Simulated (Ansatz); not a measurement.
The starting structures come from a database of crystals and need not be the phases stable at ambient conditions.

By PBEsol, the system below comes out a metal.

A figure of merit of an interconnect metal is its ballistic conductance per area.

Here is the system:

```
Ir2Zr
1.0
    5.25899     0.00000     0.00000
    0.00000     5.25899     0.00000
    2.62950    -2.62950     3.71867
Zr Ir
2 4
Direct
  0.00000   0.00000   0.00000
  0.75000   0.75000   0.50000
  0.87500   0.37500   0.75000
  0.37500   0.37500   0.25000
  0.37500   0.37500   0.75000
  0.37500   0.87500   0.25000
```

Space group of this cell: Fd-3m, cubic Laves (MgCu2 type). The cell is taken as given; by PBEsol its mean pressure is -9.1 GPa.

The current flows along the normal of the first two printed cell vectors, the (001) plane of the conventional cell. No spin-orbit coupling; the value is a mean over 0.1 eV about the Fermi level.

**Question.** Estimate the ballistic conductance per area that PBEsol (Ansatz, an electronic-structure program) returns for this system.

**Answer.** 0.85 × 10¹⁵ S/m² for both spins.
